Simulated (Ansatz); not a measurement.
# Report: zincblende InP (F-43m), biaxial stress in the (001) plane

Cell and atoms are relaxed with r2SCAN to each stress (compression positive); bands and masses by r2SCAN with spin-orbit coupling, rigid bands (plane waves, PAW; Ansatz, a program for electronic structure). Strains are changes of length against the unloaded cell.

InP has the cubic space group F-43m (No. 216), the zinc blende structure, Pearson symbol cF8. Lattice parameters: a = b = c = 5.9066 Å, α = β = γ = 90.00°. In on 4a has 4 P at 2.558 Å (tetrahedral). P on 4d sees 4 In at 2.558 Å (tetrahedral). (Neighbours: up to the widest gap in distance over summed covalent radii, below 1.35, at either atom; cation-cation and far metal-metal contacts left out.)
(The calculation used a cell of 2 atoms; values per cell refer to that cell.)

```csv
stress (GPa),strain [001] (%),strain [100] (%),gap (eV),mₑ* [001],mₑ* [100],mₕ* [001],mₕ* [100]
-2.00,-2.56,2.30,0.759,0.070,0.079,0.184,0.49
-1.00,-1.22,1.11,0.891,0.078,0.082,0.34,0.51
0,0,0,1.005,0.084,0.084,0.57,0.57
1.00,1.12,-1.03,1.023,0.090,0.086,0.59,0.45
2.00,2.15,-2.00,1.036,0.095,0.088,0.53,0.39
```

[001] is the normal of the loaded plane; [010] strains as [100]. Masses are conductivity masses at 300 K in electron masses.

Problem. From the two loads next to zero, find the biaxial modulus and the ratio of out-of-plane to in-plane strain.

Solution. Between -1.00 and 1.00 GPa the strain along [100] changes by -2.14 % and that along [001] by 2.34 %. The modulus is 2.00/0.0214 = 93 GPa and the ratio of the strains 1.09 (r2SCAN, atoms relaxed). For a cubic (001) plane the ratio is 2C₁₂/C₁₁ and the modulus C₁₁ + C₁₂ − 2C₁₂²/C₁₁, which gives C₁₁ ≈ 98 GPa and C₁₂ ≈ 54 GPa.

Problem. How fast does the gap move on either side of zero load?

Solution. Under tension, (0.891 − 1.005) eV over -1.00 GPa = 114 meV/GPa, or about -10 eV per unit strain; under compression, (1.036 − 1.005) eV over 2.00 GPa = 16 meV/GPa, or about -1.6 eV per unit strain. The two slopes part by 98 meV/GPa; gaps are resolved to about 0.01 eV, which allows 15 meV/GPa, so they differ.

Problem. Take the carrier density and the relaxation time as fixed, so that ρ ∝ m*. What gauge factor (Δρ/ρ)/ε follows for current along [100] at the loads next to zero?

Solution. holes at 1.00 GPa: (0.45/0.57 − 1)/-0.0103 ≈ 20. These are means over a finite load; the small-strain gauge factor differs, most where the load has already emptied the upper valleys or bands. Carriers and loads whose mass moves by under 12 % aren't resolved and aren't listed. The change of shape, which adds a term of order 1 to 2, and that of the scattering between valleys or bands are left out.

Masses are those of dilute carriers in rigid bands with one relaxation time, without polarons. Third decimals of gaps are kept for the arithmetic. Every relaxation keeps the zincblende phase (space group I-4m2 under this load), so a transition, a distortion that breaks the symmetry or fracture can't show.
